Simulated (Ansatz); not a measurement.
Base system: AlRu in the CsCl type structure (space group Pm-3m, No. 221; a = 2.955 Å; relaxed with 0.1 eV smearing).

Level of theory: LDA in Ansatz (plane waves to 420 eV, PAW, no spin-orbit coupling).

Strains are applied to the cell and any free atomic positions relax.

One change was made to it. Results:

```json
[
 {"quantity": "pressure", "base": "0.0 GPa", "after": "7.4 GPa"},
 {"quantity": "energy relative to the base (free energy F)", "base": "0 meV/atom", "after": "+8.7 meV/atom"}
]
```

Question: What was done to the base?
(A) isotropic strain −3.00 %
(B) isotropic strain −1.00 %
(C) isotropic strain +0.50 %
(D) isotropic strain +3.00 %
(E) isotropic strain −2.50 %

Answer: B, isotropic strain −1.00 %. For comparison, the energy relative to the base in the other runs: isotropic strain +0.50 % gives +2.1 meV/atom; isotropic strain −3.00 % gives +83 meV/atom; isotropic strain −2.50 % gives +57 meV/atom; isotropic strain +3.00 % gives +68 meV/atom.

Stability against distortions was not tested. The final runs are not spin-polarised.

Ansatz is a program for electronic structure.
